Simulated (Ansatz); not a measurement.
## CoPdO2, pressure series

The reference is CoPdO₂ (space group R-3m, No. 166; a = 2.815 Å, c = 17.632 Å (hexagonal axes); non-magnetic).

Cell and atoms are relaxed at each pressure.

Calculations: Ansatz (a first-principles code), PBEsol, PAW, cutoff 420 eV, scalar-relativistic without spin-orbit coupling.

| P (GPa) | V (Å³/atom) |
|---|---|
| -2.00 | 10.175 |
| -1.00 | 10.128 |
| 0.28 | 10.070 |
| 0.70 | 10.051 |
| 1.50 | 10.016 |
| 3.00 | 9.952 |
| 5.00 | 9.871 |
| 7.50 | 9.774 |
| 10.00 | 9.681 |

A third-order Birch–Murnaghan fit to these points gives V₀ = 10.08 Å³/atom, B₀ = 224 GPa and B₀′ = 4.6. At pressure 10 GPa the volume is 96.0 % of V₀.

Load acts through the strain it causes; cell and atoms are relaxed under it. No phonon test of stability was made. No other phases were tried under pressure. Seeded moments were not kept for the base. No Hubbard U is applied and the magnetic state is the run's own (CoPdO2 not spin-polarised; CoPdO2 non-magnetic); small cells can't hold the antiferromagnetic order that many such compounds have, so gaps and moments can be off. The final runs are not spin-polarised. An odd electron count without spin: CoPdO2.
